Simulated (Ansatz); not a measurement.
Output of an Ansatz run (abridged):

```
Pseudopotentials: kind: paw
Pseudopotential: Zn, paw, valence charge 20
Pseudopotential: Cu, paw, valence charge 19
Pseudopotential: Sn, paw, valence charge 22
Pseudopotential: Se, paw, valence charge 16
Crystal: 8 atoms, lattice volume = 191.352 Å³
Basis set: ecut = 700 eV, 8001 PW (Γ), exchange–correlation on 128×128×128 points (8 copies of the dense FFT grid, shifted against one another)
Bands: 87, of which v1, the nominal top of the filled ones, is band 72 counted from 1 (71 counted from 0)
Symmetry: 4 space group operations
Space group: I-4 (ITA 82), of the structure as read, at distance tolerance 5.8e-5 Å
k-points: 35 of 216 (time reversal used)
Initial density: superposition of atomic densities (chi_scale 0.1, normalization cell, long waves kept (reshape's long-wave potential 0.02 eV rms))
Initial wavefunctions: pseudopotential atomic-orbital guess
Eigensolver: davidson
Functional: x = pbe(κ = 0.804, μ = 0.2195149727645171), c = pbe(β = 0.06672455060314922)
SCF iter   1: F=—  HF=-52340.905395 eV  |F-HF|=—  |Δ(HF+E_count)|=         —  Δρ=7.07e-2  dr2=8.12e0  ethr=3.10e-3  ⟨swp⟩=6.0  Hψ=11017  notcnv=0  defer=3
all-band conjugate gradients solve this SCF's bands
preconditioner: auto → Resta (q_TF=auto, 2.602 Å⁻¹)
SCF iter   2: F=—  HF=-52338.979421 eV  |F-HF|=—  |Δ(HF+E_count)|=    2.01e0  S|Δr|=   3.15e-1  Δρ=4.11e-2  dr2=1.98e0  ethr=3.10e-3  ⟨swp⟩=3.0  Hψ=6384  notcnv=0  defer=303
preconditioner: auto → Kerker (q_TF=auto, 2.602 Å⁻¹)
SCF iter   3: F=—  HF=-52338.516848 eV  |F-HF|=—  |Δ(HF+E_count)|=   3.42e-1  S|Δr|=   4.79e-1  Δρ=2.61e-2  dr2=1.20e0  ethr=1.37e-3  ⟨swp⟩=2.1  Hψ=6220  notcnv=0  defer=295
SCF iter   4: F=—  HF=-52338.136027 eV  |F-HF|=—  |Δ(HF+E_count)|=   2.27e-1  S|Δr|=   6.00e-1  Δρ=1.33e-2  dr2=3.36e-1  ethr=8.31e-4  ⟨swp⟩=2.0  Hψ=4089  notcnv=0  defer=304
SCF iter   5: F=—  HF=-52337.992502 eV  |F-HF|=—  |Δ(HF+E_count)|=   9.28e-2  S|Δr|=   1.99e-1  Δρ=3.62e-3  dr2=3.88e-2  ethr=2.33e-4  ⟨swp⟩=2.0  Hψ=3852  notcnv=0  defer=304
preconditioner: auto → Resta (q_TF=auto, 2.602 Å⁻¹)
SCF iter   6: F=—  HF=-52337.977538 eV  |F-HF|=—  |Δ(HF+E_count)|=   1.21e-3  S|Δr|=   6.17e-2  Δρ=1.66e-3  dr2=8.10e-3  ethr=2.69e-5  ⟨swp⟩=2.1  Hψ=5385  notcnv=0  defer=303
SCF iter   7: F=—  HF=-52338.314228 eV  |F-HF|=—  |Δ(HF+E_count)|=   5.45e-3  S|Δr|=    1.34e0  Δρ=1.09e-3  dr2=1.77e-3  ethr=5.62e-6  ⟨swp⟩=2.0  Hψ=3688  notcnv=0  defer=303
SCF iter   8: F=—  HF=-52338.315416 eV  |F-HF|=—  |Δ(HF+E_count)|=   1.19e-3  S|Δr|=    0.00e0  Δρ=1.45e-3  dr2=3.00e-3  ethr=1.23e-6  ⟨swp⟩=2.0  Hψ=5193  notcnv=0  defer=303
SCF iter   9: F=—  HF=-52338.315176 eV  |F-HF|=—  |Δ(HF+E_count)|=   2.40e-4  S|Δr|=    0.00e0  Δρ=5.00e-4  dr2=4.08e-4  ethr=1.23e-6  ⟨swp⟩=2.0  Hψ=3294  notcnv=0  defer=303
SCF iter  10: F=—  HF=-52338.315223 eV  |F-HF|=—  |Δ(HF+E_count)|=   4.76e-5  S|Δr|=    0.00e0  Δρ=1.68e-4  dr2=5.70e-5  ethr=2.83e-7  ⟨swp⟩=2.0  Hψ=3454  notcnv=0  defer=303
SCF iter  11: F=—  HF=-52338.315274 eV  |F-HF|=—  |Δ(HF+E_count)|=   5.03e-5  S|Δr|=    0.00e0  Δρ=4.31e-5  dr2=4.34e-6  ethr=3.96e-8  ⟨swp⟩=2.0  Hψ=3830  notcnv=0  defer=303
SCF iter  12: F=—  HF=-52338.315278 eV  |F-HF|=—  |Δ(HF+E_count)|=   3.95e-6  S|Δr|=    0.00e0  Δρ=6.18e-5  dr2=5.41e-6  ethr=3.01e-9  ⟨swp⟩=2.0  Hψ=5194  notcnv=0  defer=303
SCF iter  13: F=-52338.315277 eV  HF=-52338.315277 eV  |F-HF|=1.66e-8  |Δ(HF+E_count)|=   6.44e-7  S|Δr|=    0.00e0  Δρ=8.32e-6  dr2=9.94e-8  ethr=6.94e-11  ⟨swp⟩=10.3  Hψ=18076  notcnv=0
WARN: on these k-points the computed levels leave a gap of 0.3269 eV at the electron count, 1.6 widths of the cold smearing (0.2000 eV) …
SCF 1 converged in 13 iterations: F = -52338.315277 eV  dr2 = 9.94e-8
SCF converged after 13 iterations
Stability not checked (fill_not_monotonic)
Free energy (F): -52338.315277 eV
Harris-Foulkes:  -52338.315277 eV  (|F-HF|=1.66e-8)
Internal energy: -52338.347605 eV  (E = F + TS)
E sigma→0 (E₀):  -52338.326053 eV
Entropy (-TS):   0.032328 eV (4.041 meV/atom)
Fermi energy:    9.091382 eV
Step filling:    the computed levels leave a gap of 0.3269 eV = 1.6 smearing widths
--- Per-component energies (eV) ---
  E_band       = -3908.774038
  E_kinetic    = 3177.493390
  E_local      = -34505.750479  (includes V_loc(G=0)·N_el)
  E_nonlocal   = -398.643060
  E_hartree    = 13542.164486
  E_xc         = -1259.832000
  E_vxc        = -1255.243927  (∫ρ·V_xc dr)
  E_paw        = -15269.314090  (= ΣΔE_a)
  E_vpaw       = 1989.008362  (= ΣTr[D̂ρ^β])
  E_aug_tail   = 0.000090  (compensation charges beyond the density's cutoff)
  E_ewald      = -17624.465941
  E_smearing   = 0.032328  (= −TS)
  E_closure    = -0.000000  (closes the sum)
  Σ components = -52338.315277   (vs F -52338.315277, Δ=0.00e0)
--- Forces (eV/Å), atoms counted from 1 ---
  atom   1  Zn    -0.00000000     0.00000000     0.00000000
  atom   2  Cu     0.00000000    -0.00000000     0.00000000
  atom   3  Cu    -0.00000000     0.00000000     0.00000000
  atom   4  Sn     0.00000000    -0.00000000     0.00000000
  atom   5  Se     0.10900256    -0.00545580    -0.02808975
  atom   6  Se    -0.00545580    -0.10900256     0.02808975
  atom   7  Se    -0.10900256     0.00545580    -0.02808975
  atom   8  Se     0.00545580     0.10900256     0.02808975
  max |Σ_I F_I| component: 9.71e-17 eV/Å
--- Stress (GPa, compression-positive) ---
       -0.001235      -0.000000      -0.000000
        0.000000      -0.001235      -0.000000
       -0.000000      -0.000000       0.122138
  P = ⅓ Tr σ = 0.0399 GPa (0.399 kbar)
  The stress holds the Pulay correction. Without it, at fixed plane waves, as pw.x and ABINIT print it: P = 0.0357 GPa
--- Band table (eV; the first three rows and the last of 35) ---
  k-point 0: bands = ["-120.9964", "-116.8499", "-102.5367", "-102.5056", "-76.7764", "-76.7764", "-76.7749", "-71.0190", "-71.0190", "-71.0103", "-59.9883", "-59.9158", "-59.9158", "-59.9078", "-59.9078", "-59.8796", "-38.8192", "-38.8192", [...]
  k-point 1: bands = ["-120.9964", "-116.8499", "-102.5367", "-102.5056", "-76.7764", "-76.7764", "-76.7749", "-71.0190", "-71.0190", "-71.0103", "-59.9883", "-59.9158", "-59.9158", "-59.9078", "-59.9078", "-59.8796", "-38.8192", "-38.8192", [...]
  k-point 2: bands = ["-120.9964", "-116.8499", "-102.5367", "-102.5056", "-76.7764", "-76.7764", "-76.7749", "-71.0190", "-71.0190", "-71.0103", "-59.9883", "-59.9158", "-59.9158", "-59.9078", "-59.9078", "-59.8796", "-38.8192", "-38.8192", [...]
  k-point 34: bands = ["-120.9964", "-116.8499", "-102.5367", "-102.5056", "-76.7764", "-76.7764", "-76.7749", "-71.0190", "-71.0190", "-71.0103", "-59.9883", "-59.9158", "-59.9158", "-59.9078", "-59.9078", "-59.8796", "-38.8193", "-38.8191", [...]
```

The structure:

```
CELL_PARAMETERS angstrom
     -2.88650     2.88650     5.74155
      2.88650    -2.88650     5.74155
      2.88650     2.88650    -5.74155
ATOMIC_POSITIONS crystal
  Zn 0.75000 0.25000 0.50000
  Cu 0.25000 0.75000 0.50000
  Cu 0.00000 0.00000 0.00000
  Sn 0.50000 0.50000 0.00000
  Se 0.62975 0.63653 0.52624
  Se 0.36347 0.88971 0.99322
  Se 0.11029 0.10351 0.47376
  Se 0.89649 0.37025 0.00678
```

**Question.** What input produced this log?

**Answer.** Other spellings and defaults could give the same log, and not every line can be read from it. The input that was run (DFT, PBE, plane waves, harder PAW files (source: ansatz)):

Ansatz 0.2 input:
```yaml
crystal:
  lattice:
    - [-2.886501, 2.886501, 5.741552]
    - [2.886501, -2.886501, 5.741552]
    - [2.886501, 2.886501, -5.741552]
  atoms:
    - { symbol: Zn, position: [0.750000, 0.250000, 0.500000] }
    - { symbol: Cu, position: [0.250000, 0.750000, 0.500000] }
    - { symbol: Cu, position: [0.000000, 0.000000, 0.000000] }
    - { symbol: Sn, position: [0.500000, 0.500000, 0.000000] }
    - { symbol: Se, position: [0.629750, 0.636530, 0.526240] }
    - { symbol: Se, position: [0.363470, 0.889710, 0.993220] }
    - { symbol: Se, position: [0.110290, 0.103510, 0.473760] }
    - { symbol: Se, position: [0.896490, 0.370250, 0.006780] }
basis:
  ecutwfc: 700.0 eV
kpoints:
  mp_grid: { grid: [6, 6, 6], shift: [0.5, 0.5, 0.5] }
hamiltonian:
  xc: pbe
  pseudopotentials: { kind: paw, source: ansatz }
scf:
  occupations: { method: cold, width: 0.2 eV }
output:
  forces: true
  eigenvalues: true
  stress: true
```

The starting cell comes from a database of computed structures (which also holds hypothetical and non-ambient phases and stackings), without a prior relaxation at this level. Its lattice was rescaled by a random factor within 2.5 % of one. Spin polarisation is off. Ansatz's pressure includes its estimate of the finite-basis (Pulay) stress. A gap is left out here, as mesh or smearing make it unsure.

Ansatz is a quantum-chemistry and plane-wave program.
